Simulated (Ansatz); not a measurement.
What isotropic strain +1.20 % does to ZnO

Consider ZnO in the wurtzite structure (space group P6_3mc, No. 186; a = 3.235 Å, c = 5.211 Å).

The change: every lattice vector is stretched by 1.20 %; the atoms relax in the strained cell.

Level of theory: r2SCAN (Ansatz, a quantum-chemistry and plane-wave program), no SOC. k-mesh 12×12×7 (Γ-centred); smearing 0.05 eV (Fermi–Dirac).

```csv
quantity,base,changed,shift
volume per atom,11.81 Å³,12.24 Å³,+0.43 Å³
shortest interatomic distance,1.970 Å,1.994 Å,+0.024 Å
energy relative to the base (free energy F),0 meV/atom,+6.9 meV/atom,+6.9 meV/atom
"pressure (mean of the normal stresses, compression positive)",0.00 GPa,-4.96 GPa,-4.96 GPa
band gap,1.24 eV,1.18 eV,-0.054 eV
gap character,direct at Γ,direct at Γ,–
mean gap deformation potential ΔEg/Δln V,–,-1.5 eV,–
electron mass,0.19 mₑ (at Γ),0.18 mₑ (at Γ),–
"valence-band top at Γ (three highest levels, from the VBM)","0.00, 0.00, -0.10 eV","0.00, 0.00, -0.08 eV",–
```

Final structure:

```xyz
4
Lattice="3.2740 0.0000 0.0000 -1.6370 2.8354 0.0000 0.0000 0.0000 5.2739" Properties=species:S:1:pos:R:3 pbc="T T T"
Zn     1.6370     0.9451     0.0127
Zn     0.0000     1.8902     2.6497
O      1.6370     0.9451     3.2845
O      0.0000     1.8902     0.6476
```

Effective masses come from finite differences of ±0.01 Å⁻¹. No phonon test of stability was made.
